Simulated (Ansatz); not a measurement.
## bcc W (1 1 0) on 3C silicon carbide (0 0 1) (film strained to the substrate, started from cuts of the bulks and a machine-learned relaxation; slabs C18Si15 and W16, which can lie off the formulas)

A periodic stack without vacuum, bcc W (1 1 0) on 3C silicon carbide (0 0 1) (film strained to the substrate, started from cuts of the bulks and a machine-learned relaxation; slabs C18Si15 and W16, which can lie off the formulas): substrate slab C18Si15, film W16, surface cells [[-3, 0], [-1, -1]] and [[0, 2], [-2, -1]], film strained by -2.7 and +3.2 %, outermost planes C/C and W/W as cut, which need not be the usual terminations and can put a slab off its formula.

The start was prepared with a machine-learned potential, and the result is one local minimum, with the in-plane cell held and forces under 0.04 eV/Å; the film can end far from its bulk form.

All values below come from PBE (plane waves to 420 eV, PAW; Ansatz, a program for electronic structure). Scalar-relativistic, without spin–orbit coupling; the runs are not spin-polarised. Its k-point mesh 3×8×1, Fermi–Dirac width 0.05 eV.

* **interface area**: 28.8 Å²
* **period**: 20.85 Å
* **heights between the nearest atoms of the two slabs at the two interfaces**: 1.33 and 1.00 Å
* **C–W contacts across the interfaces within 1.22 times the sum of covalent radii**: 17, mean 2.26 Å
* **Si–W contacts across the interfaces within 1.22 times the sum of covalent radii**: 9, mean 2.95 Å
* **hole barrier (PBE, at the middle of a substrate layer that carries a field)**: 1.26 eV
* **electron barrier (PBE, at the middle of a substrate layer that carries a field)**: 0.12 eV
* **slope of the mean potential energy in the substrate**: +2.2 MV/cm × e

```yaml
crystal:
  lattice:
    - [9.28975, -0.00164, -0.17449]
    - [-0.00052, 3.09660, -0.05703]
    - [0.89885, 0.39103, 20.83044]
  atoms:
    - { symbol: C, position: [0.63994, 0.43916, 0.13661] }
    - { symbol: C, position: [0.30548, 0.43916, 0.13684] }
    - { symbol: C, position: [0.97242, 0.43916, 0.14724] }
    - { symbol: C, position: [0.47831, 0.93918, 0.02844] }
    - { symbol: C, position: [0.11813, 0.93929, 0.03740] }
    - { symbol: C, position: [0.83868, 0.93929, 0.03698] }
    - { symbol: C, position: [0.62904, 0.43889, 0.34929] }
    - { symbol: C, position: [0.29428, 0.43888, 0.35079] }
    - { symbol: C, position: [0.95982, 0.43886, 0.35098] }
    - { symbol: C, position: [0.46676, 0.93902, 0.24362] }
    - { symbol: C, position: [0.13609, 0.93901, 0.24653] }
    - { symbol: C, position: [0.79766, 0.93901, 0.24571] }
    - { symbol: C, position: [0.60267, 0.43903, 0.56302] }
    - { symbol: C, position: [0.29532, 0.43837, 0.55065] }
    - { symbol: C, position: [0.94520, 0.43902, 0.56636] }
    - { symbol: C, position: [0.45947, 0.93868, 0.45115] }
    - { symbol: C, position: [0.11938, 0.93871, 0.45718] }
    - { symbol: C, position: [0.78640, 0.93889, 0.45770] }
    - { symbol: Si, position: [0.63687, 0.93907, 0.19091] }
    - { symbol: Si, position: [0.30241, 0.93907, 0.19121] }
    - { symbol: Si, position: [0.96984, 0.93907, 0.19689] }
    - { symbol: Si, position: [0.81979, 0.43922, 0.09015] }
    - { symbol: Si, position: [0.47561, 0.43912, 0.08367] }
    - { symbol: Si, position: [0.13107, 0.43920, 0.09036] }
    - { symbol: Si, position: [0.62707, 0.93882, 0.40115] }
    - { symbol: Si, position: [0.29016, 0.93879, 0.40337] }
    - { symbol: Si, position: [0.95718, 0.93878, 0.40429] }
    - { symbol: Si, position: [0.79649, 0.43891, 0.29771] }
    - { symbol: Si, position: [0.46362, 0.43893, 0.29727] }
    - { symbol: Si, position: [0.13169, 0.43893, 0.29892] }
    - { symbol: Si, position: [0.78157, 0.43884, 0.51060] }
    - { symbol: Si, position: [0.46001, 0.43859, 0.50224] }
    - { symbol: Si, position: [0.11263, 0.43861, 0.51130] }
    - { symbol: W, position: [0.99376, 0.93906, 0.63945] }
    - { symbol: W, position: [0.50621, 0.93897, 0.63004] }
    - { symbol: W, position: [0.75474, 0.43915, 0.63919] }
    - { symbol: W, position: [0.24107, 0.43944, 0.63995] }
    - { symbol: W, position: [0.74193, 0.93917, 0.74332] }
    - { symbol: W, position: [0.23927, 0.93927, 0.74704] }
    - { symbol: W, position: [0.49041, 0.43922, 0.74015] }
    - { symbol: W, position: [0.99203, 0.43920, 0.75043] }
    - { symbol: W, position: [0.48772, 0.93919, 0.84478] }
    - { symbol: W, position: [0.98516, 0.93925, 0.85888] }
    - { symbol: W, position: [0.23302, 0.43922, 0.85448] }
    - { symbol: W, position: [0.73924, 0.43920, 0.85290] }
    - { symbol: W, position: [0.25002, 0.93921, 0.95726] }
    - { symbol: W, position: [0.71682, 0.93920, 0.95590] }
    - { symbol: W, position: [0.98142, 0.43934, 0.98061] }
    - { symbol: W, position: [0.48291, 0.43921, 0.95437] }
```
